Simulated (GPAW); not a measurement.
Input and output of a self-consistent single point for HfZrW₄ (F-43m, 6 atoms in the cell) (GPAW).

Method of the run: LDA (Perdew-Wang 92), GPAW PAW datasets LDA (gpaw-data 1.0.1) (plane waves; GPAW 25.7.0).

```xyz
6
Lattice="0.0000 3.7410 3.7410 3.7410 0.0000 3.7410 3.7410 3.7410 0.0000" Properties=species:S:1:pos:R:3 pbc="T T T"
Zr     0.0000     0.0000     0.0000
Hf     5.6116     5.6116     5.6116
W      2.8060     2.8060     2.8060
W      2.8060     4.6761     4.6761
W      4.6761     4.6761     2.8060
W      4.6761     2.8060     4.6761
```

Reference input (self-consistent single point, DFT PBEsol, plane waves, GPAW PAW datasets PBEsol (made by gpaw-setup)): mode = pw; ecut = 550 eV; xc = PBEsol; kpts = 7 7 7; mesh shift (steps) = 0 0 0; occupations.name = fermi-dirac; occupations.width = 0.1 eV; nbands = -12; convergence.forces = 0.001 eV/Å; symmetry.symmorphic = false; symmetry.tolerance = 0.0005; maxiter = 120. This run's input differs from it in these lines:

```diff
@@ -17,3 +17,3 @@
 calc = GPAW(mode={'name': 'pw', 'ecut': 550},
-            xc='PBEsol',
+            xc='LDA',
             kpts=(7, 7, 7),
```

Its files differ too (potentials: GPAW PAW datasets LDA (gpaw-data 1.0.1)).

Output, abridged:

```
     iter     time        total  log10-change:
                         energy   eigst   dens  force
iter:   1 --:--:--   -70.165045
iter:   2 --:--:--   -69.966319   -1.07  -1.32
iter:   3 --:--:--   -68.902707   -0.78  -1.34
iter:   4 --:--:--   -68.780462   -2.30  -1.67
iter:   5 --:--:--   -68.700791   -1.64  -1.68
iter:   6 --:--:--   -68.771142   -2.28  -2.27
iter:   7 --:--:--   -68.662850   -2.13  -2.13
iter:   8 --:--:--   -68.665532   -3.52  -2.46
iter:   9 --:--:--   -68.671213c  -2.67  -2.59
iter:  10 --:--:--   -68.657984c  -3.20  -2.52
iter:  11 --:--:--   -68.658015c  -4.04  -3.37
iter:  12 --:--:--   -68.658083c  -5.27  -3.59
iter:  13 --:--:--   -68.658047c  -4.92  -3.50
iter:  14 --:--:--   -68.658008c  -5.61  -3.73
iter:  15 --:--:--   -68.657979c  -6.15  -3.90
iter:  16 --:--:--   -68.657978c  -6.64  -3.98
iter:  17 --:--:--   -68.657978c  -6.31  -4.04c
iter:  18 --:--:--   -68.657975c  -6.99  -4.29c
iter:  19 --:--:--   -68.657982c  -7.28  -4.48c
iter:  20 --:--:--   -68.657982c  -8.48c -4.83c
iter:  21 --:--:--   -68.657982c  -7.61c -4.91c -2.85
iter:  22 --:--:--   -68.657983c  -8.30c -5.05c -2.88
iter:  23 --:--:--   -68.657982c  -9.14c -5.19c -4.05c
Converged after 23 iterations.

Dipole moment: (13.675769, 13.675769, 13.675769) |e|*Ang

Energy contributions relative to reference atoms: (reference = -2261492.316039)

Kinetic:        +59.168566
Potential:      -63.073371
External:        +0.000000
XC:             -64.336686
Entropy (-ST):   -0.087815
Local:           -0.372584
SIC:             +0.000000
--------------------------
Free energy:    -68.701890
Extrapolated:   -68.657982

Showing only first 2 kpts
 Kpt  Band  Eigenvalues  Occupancy
  0    38     12.50598    0.24705
  0    39     13.46258    0.00002
  0    40     13.46258    0.00002
  0    41     13.46258    0.00002

  1    38     12.25330    1.27629
  1    39     13.37400    0.00005
  1    40     13.39377    0.00004
  1    41     13.39377    0.00004

Fermi level: 12.31003

No gap
   [... lines left out ...]
  0 Zr   -0.00000    0.00000    0.00000
  1 Hf    0.00000    0.00000    0.00000
  2 W    -0.00802   -0.00802   -0.00802
  3 W    -0.00802    0.00802    0.00802
  4 W     0.00802    0.00802   -0.00802
  5 W     0.00802   -0.00802    0.00802

Stress tensor:
    -0.011718    -0.000000     0.000000
    -0.000000    -0.011718     0.000000
     0.000000     0.000000    -0.011718
Stress (GPa, Voigt): [-1.8775 -1.8775 -1.8775  0.      0.     -0.    ]
```

The run converged in 23 iterations. GPAW prints stress with tension positive. Against the reference run the pressure goes from 7.52 to 1.88 GPa and the largest force goes from 0.021 to 0.014 eV/Å.

The starting cell comes from a database of computed structures (which also holds hypothetical and non-ambient phases and stackings), without a prior relaxation at this level. Its lattice was rescaled by a random factor within 2.5 % of one. Spin polarisation is off.

Cost on one core of a shared machine: roughly 3 min.
